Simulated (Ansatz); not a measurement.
**ScAl3: response to strain**

Consider ScAl₃ in the Cu3Au type structure (space group Pm-3m, No. 221; relaxed with 0.1 eV smearing).

```yaml
crystal:
  lattice:
    - [4.07246, 0.00000, 0.00000]
    - [0.00000, 4.07246, 0.00000]
    - [0.00000, 0.00000, 4.07246]
  atoms:
    - { symbol: Sc, position: [0.00000, 0.00000, 0.00000] }
    - { symbol: Al, position: [0.00000, 0.50000, 0.50000] }
    - { symbol: Al, position: [0.50000, 0.00000, 0.50000] }
    - { symbol: Al, position: [0.50000, 0.50000, 0.00000] }
```

Cartesian axes are those of the cell as printed.

Strains are applied to the cell and any free atomic positions relax.

Method: PBEsol (Ansatz, a quantum-chemistry and plane-wave program), without spin-orbit coupling.

Notes on the quantities. pressure: mean of the normal stresses, compression positive; energy relative to the base: free energy F.

| case | pressure | energy relative to the base | volume per atom |
|---|---|---|---|
| base | 0.0 GPa | 0 meV/atom | 16.89 Å³ |
| uniaxial strain ε_zz = −3.00 % | 3.0 GPa | (withheld) | 16.38 Å³ |
| uniaxial strain ε_zz = −2.40 % | 2.4 GPa | (withheld) | 16.48 Å³ |
| uniaxial strain ε_zz = −1.80 % | 1.7 GPa | (withheld) | 16.58 Å³ |
| uniaxial strain ε_zz = −1.20 % | 1.1 GPa | +1.5 meV/atom | 16.68 Å³ |
| uniaxial strain ε_zz = −0.60 % | 0.6 GPa | (withheld) | 16.78 Å³ |

Problem. Fill in the withheld entries from the trend.

Solution. 
- uniaxial strain ε_zz = −3.00 %, energy relative to the base: +9.4 meV/atom
- uniaxial strain ε_zz = −2.40 %, energy relative to the base: +6.0 meV/atom
- uniaxial strain ε_zz = −1.80 %, energy relative to the base: +3.3 meV/atom
- uniaxial strain ε_zz = −0.60 %, energy relative to the base: +0.4 meV/atom

Whether these cells are dynamically stable was not tested. The final runs are not spin-polarised.
